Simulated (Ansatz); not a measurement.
This Ansatz (a quantum-chemistry and plane-wave program) input is the reference run, BN in the zinc blende structure (space group F-43m, No. 216), computed with PBEsol (Ansatz; PAW; 420 eV plane waves; spin-orbit coupling left out):

Ansatz 0.2 input:
```yaml
crystal:
  lattice:
    - [0, 1.8028392964, 1.8028392964]
    - [1.8028392964, 0, 1.8028392964]
    - [1.8028392964, 1.8028392964, 0]
  atoms:
    - { symbol: B, position: [0, 0, 0] }
    - { symbol: N, position: [0.25, 0.25, 0.25] }
basis: { ecutwfc: 420, ecutrho_ratio: 4, xc_grid: 2, fft_grid_basis: typed }
kpoints: { mp_grid: { grid: [16, 16, 16] } }
hamiltonian:
  xc: pbesol
  dispersion: none
  pseudopotentials: { kind: paw }
scf: { occupations: { method: fermi_dirac, width: 0.05 }, convergence: { dr2_threshold: 0.0000000002 } }
output: { forces: true, stress: true }
checkpoint: { write: state.ck, write_every: 1000 }
```

Write the input for this change: the cell is compressed by 1.50 % along z with no lateral relaxation, atoms relaxed at fixed cell.


Ansatz 0.2 input:
```yaml
crystal:
  lattice:
    - [0, 1.8028392964, 1.775796707]
    - [1.8028392964, 0, 1.775796707]
    - [1.8028392964, 1.8028392964, 0]
  atoms:
    - { symbol: B, position: [0, 0, 0] }
    - { symbol: N, position: [0.25, 0.25, 0.25] }
basis: { ecutwfc: 420, ecutrho_ratio: 4, xc_grid: 2, fft_grid_basis: typed }
kpoints: { mp_grid: { grid: [16, 16, 16] } }
hamiltonian:
  xc: pbesol
  dispersion: none
  pseudopotentials: { kind: paw }
scf: { occupations: { method: fermi_dirac, width: 0.05 }, convergence: { dr2_threshold: 0.0000000002 } }
relax: { f_tol: 0.005, max_steps: 50 }
output: { forces: true, stress: true }
checkpoint: { write: state.ck, write_every: 1000 }
```
This is the input that was run.

The cells carry an imposed strain or load. Stability against distortions was not tested.
